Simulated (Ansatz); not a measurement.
Here is the system:

```
MgO
1.0
    0.00000     2.11644     2.09622
    2.11644     0.00000     2.09622
    2.11644     2.11644     0.00000
Mg O
1 1
Cartesian
  0.00000   0.00000   0.00000
  2.11644   2.11644   2.09622
```

Level of theory: r2SCAN, rigid bands (plane waves, PAW, scalar-relativistic; Ansatz, an electronic-structure program). Condition of this run: biaxial stress xx = yy = -2 GPa (compression positive) (the target of the relaxation). How the cell was made: cell and atoms relaxed with r2SCAN, then loaded as said.

Problem. What conductivity effective mass do dilute holes have at 300 K?

Solution. 2.3 (x), 2.3 (y), 2.2 (z) mₑ.

Problem. What conductivity effective mass do dilute electrons have at 300 K?

Solution. 0.37 (x), 0.37 (y), 0.38 (z) mₑ.

Problem. And the band gap?

Solution. 5.59 eV at this level; semilocal functionals usually fall short of the measured gap.

Rigid bands, one relaxation time for all states, no polarons. Spin-orbit coupling is left out.
